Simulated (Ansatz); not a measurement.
## What uniaxial stress, 2 GPa compression along z does to ZnGeP2

Take ZnGeP₂ in the chalcopyrite structure (space group I-42d, No. 122; a = 5.500 Å, c = 10.844 Å) as the base. Axes: x, y, z lie along a, b, c of the conventional cell.

Modification: uniaxial stress, 2 GPa compression along z, with the cell and atoms free to relax against it.

Method: PBE in Ansatz (plane waves to 420 eV, PAW, spin-orbit coupling left out). Settings: 9×9×9 k-points, 0.05 eV Fermi–Dirac smearing.

- Volume per atom: 20.32 Å³ (base 20.50 Å³)
- Shortest interatomic distance: 2.351 Å (base 2.360 Å)
- Energy relative to the base (free energy F): +3.1 meV/atom
- Band gap: 1.08 eV (an upper bound: an edge found on the path is not a true extremum; both cells) (base 1.14 eV)
- Strain response (xx, yy, zz): (+0.75, +0.75, −2.36) %
- Secant Young's modulus along z: 84 GPa
- Mean lateral Poisson ratio: 0.32

Cost of the whole job for the changed cell (relaxation, final SCF and bands): roughly 6 core-minutes.

Beyond what the load breaks, stability against distortions was not tested.

Ansatz is a quantum-chemistry and plane-wave program.
